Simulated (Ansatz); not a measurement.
The reference is TiSi2 (space group Cmcm, No. 63; a = 3.515 Å, b = 13.349 Å, c = 3.557 Å). Axes: x, y, z lie along a, b, c of the conventional cell.

Level of theory: PBEsol/PAW in Ansatz (a quantum-chemistry and plane-wave program), scalar-relativistic without spin-orbit coupling, earlier PAW set.

Base values:

| Property | Value |
|---|---|
| Shortest interatomic distance | 2.394 Å |

One thing is altered: strain tensor (xx, yy, zz, yz, xz, xy) = (+1.98, −0.93, −0.20, −0.87, −1.25, +1.81) %; the atoms relax in the strained cell.

**Question.** Estimate the effect on the shortest interatomic distance.

**Answer.** The shortest interatomic distance decreases by 0.010 Å, from 2.394 Å to 2.384 Å.

**Question.** How does this affect the energy relative to the base?

**Answer.** The energy increases by 16 meV/atom.

Without a gap, meshes like the base's 14×14×13 leave anisotropic stresses uncertain by several tenths of a GPa, and small strain energies with them. Stability against distortions was not tested. The final runs are not spin-polarised.
